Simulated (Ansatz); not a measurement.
Consider PbTe in the rock salt structure (space group Fm-3m, No. 225).

```yaml
crystal:
  lattice:
    - [0.00000, 3.26715, 3.26715]
    - [3.26715, 0.00000, 3.26715]
    - [3.26715, 3.26715, 0.00000]
  atoms:
    - { symbol: Te, position: [0.50000, 0.50000, 0.50000] }
    - { symbol: Pb, position: [0.00000, 0.00000, 0.00000] }
```

Cartesian axes are those of the cell as printed.

All numbers come from Ansatz (an electronic-structure program), r2SCAN, PAW, cutoff 500 eV, no spin-orbit coupling.

For the base:

The band gap is 1.09 eV. The pressure is 0.00 GPa.

Modification: tensile biaxial strain of 0.83 % in the plane normal to [111], as in epitaxy on a mismatched substrate; the out-of-plane cell vector and the atoms relax.

Question: What happens to the energy relative to the base?

Answer: The energy rises by 0.9 meV/atom.

Question: Estimate the effect on the band gap.

Answer: The band gap shrinks by 0.09 eV, from 1.09 eV to 1.00 eV.

Question: Predict the new pressure.

Answer: The pressure (mean of the normal stresses, compression positive) goes from zero to -0.34 GPa.

Question: Predict the new out-of-plane strain.

Answer: The out-of-plane strain comes out as -0.82 %.

Spin-orbit coupling, missing from the scalar runs, can matter with Pb and Te. Gaps are read on the SCF mesh and a high-symmetry path. Stability against distortions was not tested.
